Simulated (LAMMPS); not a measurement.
MD of CdSe (zinc blende) at zero pressure over temperature, 216 atoms; each row names its start.

Level of theory: classical MD, pair style bop, file CdTeSe.bop.table (LAMMPS).

```json
[
 {"T (K), start": "100, crystal", "state": "crystal; no diffusion seen in 15 ps", "volume": "27.7136 ± 0.0006 Å³/atom", "enthalpy": "-2.4972 ± 0.0001 eV/atom", "first peak of g(r), Cd-Se": "2.62 Å, height 26.9", "coordination number of Cd by Se": "4.00 (counted to 3.54 Å)"},
 {"T (K), start": "200, crystal", "state": "crystal; no diffusion seen in 15 ps", "volume": "27.810 ± 0.001 Å³/atom", "enthalpy": "-2.4712 ± 0.0002 eV/atom", "first peak of g(r), Cd-Se": "2.62 Å, height 19.7", "coordination number of Cd by Se": "4.00 (counted to 3.62 Å)"},
 {"T (K), start": "300, crystal", "state": "crystal; no diffusion seen in 15 ps", "volume": "27.8931 ± 0.0009 Å³/atom", "enthalpy": "-2.4452 ± 0.0003 eV/atom", "first peak of g(r), Cd-Se": "2.62 Å, height 16.5", "coordination number of Cd by Se": "4.00 (counted to 3.62 Å)"},
 {"T (K), start": "680, crystal", "state": "crystal; no diffusion seen in 15 ps", "volume": "28.197 ± 0.008 Å³/atom", "enthalpy": "-2.3449 ± 0.0007 eV/atom", "first peak of g(r), Cd-Se": "2.63 Å, height 10.5", "coordination number of Cd by Se": "4.00 (counted to 3.74 Å)"},
 {"T (K), start": "900, crystal", "state": "crystal; no diffusion seen in 15 ps", "volume": "28.356 ± 0.007 Å³/atom", "enthalpy": "-2.2847 ± 0.0007 eV/atom", "first peak of g(r), Cd-Se": "2.62 Å, height 9.3", "coordination number of Cd by Se": "4.00 (counted to 3.74 Å)"},
 {"T (K), start": "1120, crystal", "state": "crystal; no diffusion seen in 15 ps", "volume": "28.533 ± 0.005 Å³/atom", "enthalpy": "-2.2275 ± 0.0003 eV/atom", "first peak of g(r), Cd-Se": "2.62 Å, height 8.3", "coordination number of Cd by Se": "4.00 (counted to 3.78 Å)"},
 {"T (K), start": "1350, crystal", "state": "crystal; no diffusion seen in 15 ps", "volume": "28.832 ± 0.005 Å³/atom", "enthalpy": "-2.159 ± 0.001 eV/atom", "first peak of g(r), Cd-Se": "2.63 Å, height 7.6", "coordination number of Cd by Se": "4.00 (counted to 3.82 Å)"},
 {"T (K), start": "1580, crystal", "state": "crystal; no diffusion seen in 15 ps", "volume": "28.98 ± 0.02 Å³/atom", "enthalpy": "-2.096 ± 0.002 eV/atom", "first peak of g(r), Cd-Se": "2.63 Å, height 7.2", "coordination number of Cd by Se": "4.00 (counted to 3.74 Å)"},
 {"T (K), start": "1800, crystal", "state": "crystal; no diffusion seen in 15 ps", "volume": "29.19 ± 0.03 Å³/atom", "enthalpy": "-2.025 ± 0.002 eV/atom", "first peak of g(r), Cd-Se": "2.64 Å, height 6.4", "coordination number of Cd by Se": "4.00 (counted to 3.66 Å)"},
 {"T (K), start": "830, melt", "state": "viscous melt or glass; no diffusion seen in 30 ps", "volume": "28.70 ± 0.06 Å³/atom", "enthalpy": "-2.033 ± 0.003 eV/atom", "first peak of g(r), Cd-Se": "2.69 Å, height 7.3", "coordination number of Cd by Se": "4.04 (counted to 3.38 Å)"},
 {"T (K), start": "1050, melt", "state": "slow or partial motion within 30 ps, no clear phase", "volume": "28.64 ± 0.03 Å³/atom", "enthalpy": "-1.966 ± 0.005 eV/atom", "first peak of g(r), Cd-Se": "2.69 Å, height 6.5", "coordination number of Cd by Se": "4.15 (counted to 3.46 Å)"},
 {"T (K), start": "1200, melt", "state": "slow or partial motion within 30 ps, no clear phase", "volume": "28.74 ± 0.06 Å³/atom", "enthalpy": "-1.908 ± 0.004 eV/atom", "first peak of g(r), Cd-Se": "2.69 Å, height 6.2", "coordination number of Cd by Se": "4.13 (counted to 3.50 Å)"},
 {"T (K), start": "1350, melt", "state": "liquid", "volume": "29.4 ± 0.1 Å³/atom", "enthalpy": "-1.837 ± 0.006 eV/atom", "first peak of g(r), Cd-Se": "2.70 Å, height 5.8", "coordination number of Cd by Se": "4.17 (counted to 3.58 Å)"},
 {"T (K), start": "1500, melt", "state": "liquid", "volume": "30.17 ± 0.07 Å³/atom", "enthalpy": "-1.749 ± 0.004 eV/atom", "first peak of g(r), Cd-Se": "2.72 Å, height 5.5", "coordination number of Cd by Se": "4.15 (counted to 3.62 Å)"},
 {"T (K), start": "1650, melt", "state": "liquid", "volume": "31.3 ± 0.3 Å³/atom", "enthalpy": "-1.661 ± 0.004 eV/atom", "first peak of g(r), Cd-Se": "2.72 Å, height 5.1", "coordination number of Cd by Se": "3.96 (counted to 3.58 Å)"},
 {"T (K), start": "1880, melt", "state": "liquid", "volume": "33.3 ± 0.3 Å³/atom", "enthalpy": "-1.525 ± 0.006 eV/atom", "first peak of g(r), Cd-Se": "2.73 Å, height 4.6", "coordination number of Cd by Se": "3.90 (counted to 3.70 Å)"}
]
```

Caution (rows 100, crystal; 200, crystal; 300, crystal; 680, crystal; 900, crystal; 1120, crystal; 1350, crystal; 1580, crystal; 1800, crystal): in nature this polymorph isn't the stable one over the whole range of temperature at this pressure, and short runs keep a crystal in its starting form.

Caution (rows 680, crystal; 900, crystal; 1120, crystal; 1350, crystal; 1580, crystal; 1800, crystal; 1350, melt; 1500, melt; 1650, melt; 1880, melt): a run this short can hold a crystal over, or a liquid under, the potential's own melting point, which these runs don't give.

Caution (rows 1800, crystal; 830, melt; 1050, melt; 1200, melt; 1350, melt; 1880, melt): enthalpy drifts during the constant-pressure average: a transition or slow ageing; fluctuation values are void.

Caution (rows 1350, melt; 1500, melt; 1650, melt; 1880, melt): the real compound melts congruently only under the pressure of its own vapour and loses its more volatile element when open.

From the crystal rows between 100 and 300 K, estimate the mean linear expansion coefficient and the heat capacity. The slope of ln V over three gives 11 × 10^-6 /K, and dH/dT = 3.0 kB/atom. Nuclei are classical here, so the heat capacity stays near 3 kB/atom, where a real crystal's falls off below its Debye temperature.

States go by the mean squared displacement: a species diffuses where it passes 1.5 Å², still rises and gives D over 1e-6 cm²/s; a crystal has left its structure where atoms lie 0.35 Å off their sites on average or a cubic box changes its shape by 3 %, or the axial ratios of another lie 8 % off the starting cell's, which the potential's own relaxation can also do.

Errors shown are sampling errors alone.
